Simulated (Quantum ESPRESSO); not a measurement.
Troubleshooting Quantum ESPRESSO: a failed run on GaSb (F-43m, 2 atoms in the cell). The aim is a self-consistent single point with DFT, PBEsol, plane waves, GBRV 1.5 ultrasoft (PBESOL) pseudopotentials.

Cell that was meant: a = 4.4477 Å, b = 4.4477 Å, c = 4.4477 Å, α = 60.00°, β = 60.00°, γ = 60.00°.

Part of the input:

```fortran
    tstress = .true.
/
&system
    ibrav = 0
    nat = 3
    ntyp = 2
    ecutwfc = 50
    ecutrho = 250
[...]
ATOMIC_SPECIES
Ga    69.7230  ga_pbesol_v1.4.uspp.F.UPF
Sb   121.7600  sb_pbesol_v1.4.uspp.F.UPF
CELL_PARAMETERS angstrom
   0.00000000     3.14501300     3.14501300
   3.14501300     0.00000000     3.14501300
   3.14501300     3.14501300     0.00000000
ATOMIC_POSITIONS alat
Ga    0.00000000    0.00000000    0.00000000
Sb    1.06066017    1.06066017    1.06066017
Sb    1.06066017    1.06066017    1.06066017
K_POINTS automatic
12 12 12  0 0 0
```

Log, with long lists cut:

```
 %%%%%%%%%%%%%%%%%%%%%%%%%%%%%%%%%%%%%%%%%%%%%%%%%%%%%%%%%%%%%%%%%%%%%%%%%%%%%%
     Error in routine check_atoms (1):
     atoms #   2 and #   3 overlap!
 %%%%%%%%%%%%%%%%%%%%%%%%%%%%%%%%%%%%%%%%%%%%%%%%%%%%%%%%%%%%%%%%%%%%%%%%%%%%%%

     stopping ...
```

Problem. From the messages shown, name the fault and mend the input.

Solution. The fault is one atom entered twice; here the program stops on it instead of giving results. To fix it, remove the duplicate atom. The program stopped before any SCF iteration.

The sound input it was made from differs as follows (other fixes are possible):
```diff
-    ibrav = 0
-    nat = 3
+    ibrav = 2
+    celldm(1) = 11.88642646
+    nat = 2
-CELL_PARAMETERS angstrom
-   0.00000000     3.14501300     3.14501300
-   3.14501300     0.00000000     3.14501300
-   3.14501300     3.14501300     0.00000000
-Sb    1.06066017    1.06066017    1.06066017
-Sb    1.06066017    1.06066017    1.06066017
+Sb   -0.75000000    0.75000000    0.75000000
```

With that input, the run converged in 14 iterations: free energy E − TS -8158.0935 eV; Fermi level (on the code's own zero) 7.05 eV; pressure -3.79 GPa (DFT, PBEsol, plane waves, GBRV 1.5 ultrasoft (PBESOL) pseudopotentials).

On the sound input: the starting cell comes from a database of computed structures (which also holds hypothetical and non-ambient phases and stackings), without a prior relaxation at this level. Its lattice was rescaled by a random factor within 2.5 % of one. With a pressure of about -4 GPa the cell is away from its equilibrium volume at this level. The run gives no clean gap (levels at the Fermi energy touch, overlap or are partly filled at this smearing), which alone does not show that the compound is a metal.
